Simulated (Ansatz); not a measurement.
CdTe under load (space group I-4m2), r2SCAN with spin-orbit coupling, rigid bands (Ansatz, an electronic-structure program). Condition of this run: uniaxial stress along [001] of -2.5 GPa (compression positive) (the target of the relaxation). Band gap 0.74 eV, N_c = 6.30e17 cm⁻³ and N_v = 3.26e18 cm⁻³ at 300 K, conductivity masses along y (a = (0.00, 3.14, 3.52) Å; b = (3.14, 0.00, 3.52) Å; c = (3.14, 3.14, 0.00) Å) of 0.0895 mₑ (electrons) and 0.221 mₑ (holes). Take k_BT = 0.02585 eV.

A film of it is 5 nm thick, with its normal along the direction named. Estimate the confinement energies in an infinite well.

ħ²π²/(2m t²) = 0.376 eV·nm²/(m/mₑ × t²) gives 168 meV for electrons and 68.1 meV for holes, so the gap would widen to about 0.98 eV. Finite barriers and nonparabolic bands lower this, and with several valleys or bands the heaviest mass along the normal sets the lowest level, not this average.

What thermal injection velocity √(2k_BT/πm) limits a ballistic channel along the direction named?

1.80e7 cm/s for electrons and 1.14e7 cm/s for holes, a ratio of √(m_h/m_e) = 1.57, for dilute carriers.

What built-in voltage has an abrupt junction with N_A = 1e17 and N_D = 1e17 cm⁻³, all dopants ionised?

V_bi = E_g/e − (k_BT/e) ln(N_c N_v/(N_A N_D)) = 0.74 − 0.02585 × 5.32 = 0.60 V, for the computed gap.

Rigid bands with the computed gap; masses take one relaxation time for all states. Geometry: cell and atoms relaxed with PBEsol.
